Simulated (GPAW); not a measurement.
## Pressure against volume in zinc-blende ZnS (space group 216) (GPAW, PBEsol)

```xyz
2
Lattice="0.0000 2.6265 2.6265 2.6265 0.0000 2.6265 2.6265 2.6265 0.0000" Properties=species:S:1:pos:R:3 pbc="T T T"
Zn     0.0000     0.0000     0.0000
S      3.9397     3.9397     3.9397
```

Computed with PBEsol, GPAW PAW datasets PBEsol (made by gpaw-setup) (plane waves; GPAW 25.7.0). Settings: mode = pw; ecut = 780 eV; xc = PBEsol; kpts = 11 11 11; mesh shift (steps) = 0 0 0; occupations.name = fermi-dirac; occupations.width = 0.01 eV; nbands = -6; convergence.density = 1e-05 e/electron; convergence.bands = -4; symmetry.symmorphic = false; symmetry.tolerance = 0.0005; maxiter = 150. The cell above is the first row's. The rows scale it uniformly. In all rows fractional positions and the k mesh are held.

| V (Å^3/atom) | P (GPa) |
|---|---|
| 18.118 | 5.30 |
| 18.512 | 3.20 |
| 18.906 | 1.33 |
| 19.300 | -0.35 |
| 19.694 | -1.84 |
| 20.087 | -3.19 |
| 20.481 | -4.38 |
| 20.875 | -5.45 |
| 21.269 | ? |

Question: Fit P against V with a cubic, and predict the withheld value at V = 21.269.

Answer: With u = V - 19.5, the rows have u = -1.3820, -0.9880, -0.5940, -0.2000, 0.1940, 0.5870, 0.9810, 1.3750. Least squares gives P = -1.132 - 3.7992·u + 0.5474·u² - 0.0504·u³. Residuals (row less fit): 0.003, -0.005, 0.002, 0.000, 0.009, -0.006, 0.000, 0.002; standard error 0.006 (degrees of freedom: 4). The fitted pressure is zero at V0 = 19.21, where dP/dV = -4.125, so B0 = -V0·dP/dV = 79.2 GPa. At the withheld row, u = 1.7690, so P = -1.132 - 3.7992 × 1.7690 + 0.5474 × 1.7690² - 0.0504 × 1.7690³ = -6.419 GPa. The calculation gives -6.41 GPa, 0.009 GPa above the prediction (0.1 % of the range of P in the table). The row lies outside the fitted rows, so this is an extrapolation. From the scatter of the fitted rows alone, a prediction at this place has a standard error of 0.016 GPa, so the miss is 0.5 times that.

Carrying the step between the two nearest rows on in a straight line would have given -6.52, off by 0.11; series whose last step already gives the withheld value aren't shown. The scan was laid around a cell of about the measured size, scaled by a guess for this functional. The runs keep the symmetry of the cell, so they don't test it for distortions. Cutoffs and mesh are single choices, not tested for convergence of this quantity. Series with a scatter that would blur these digits, or in which a gap closes, are not shown.
